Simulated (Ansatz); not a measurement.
**CdS: stress against strain**

CdS (wurtzite, P6_3mc, 26.037 Å³/atom at rest, c along z) under an equal strain ε in the (0001) plane with the normal axis free, as in a coherent film. PBE in Ansatz, a plane-wave DFT program (PAW, default set), 420 eV, 9×9×5 Γ-centred mesh, Fermi-Dirac smearing 0.05 eV; ions are relaxed within the symmetry of each cell. Stress is positive for a compressed cell.

Here s stands for strain and y for stress xx.

| strain (%) | stress xx (GPa) |
|---|---|
| -1.20 | 1.11 |
| -0.60 | 0.55 |
| 0.00 | 0.00 |
| 0.60 | -0.53 |
| 1.20 | -1.05 |
| 3.00 | ? |

Fit y of the 5 rows that show it with a straight line. Means: s 0, y 0.016. About the means, the sum of products is -3.2400 and the sum of squares of s is 3.6000; the slope is their ratio. Least squares gives y = 0.016 - 0.9000·s. Residuals (row less fit): 0.014, -0.006, -0.016, -0.006, 0.014; standard error 0.015 (degrees of freedom: 3). The slope gives the biaxial elastic modulus of this plane = 90 ± 0.8 GPa.

Task: Predict the withheld y at s = 3.00 from the fit, and compare with the calculation.

Result: y = 0.016 - 0.9000 × 3.0 = -2.684 GPa. The calculation gives -2.51 GPa, 0.174 GPa above the prediction (4.8 % of the range of y in the table). The row lies outside the fitted rows, so this is an extrapolation. From the scatter of the fitted rows alone, a prediction at this place has a standard error of 0.030 GPa, so the miss is 5.8 times that.

One order more, fitted to all 11 runs of the series, follows each within 0.01, so the miss is the next term of a smooth law. Rows are the converged runs of the series near zero and its far end; series whose fitted rows scatter by over a few per cent of the range, as at a crossing or softening among them, aren't shown in this form. Most that stay on the fit to the last digits aren't either.
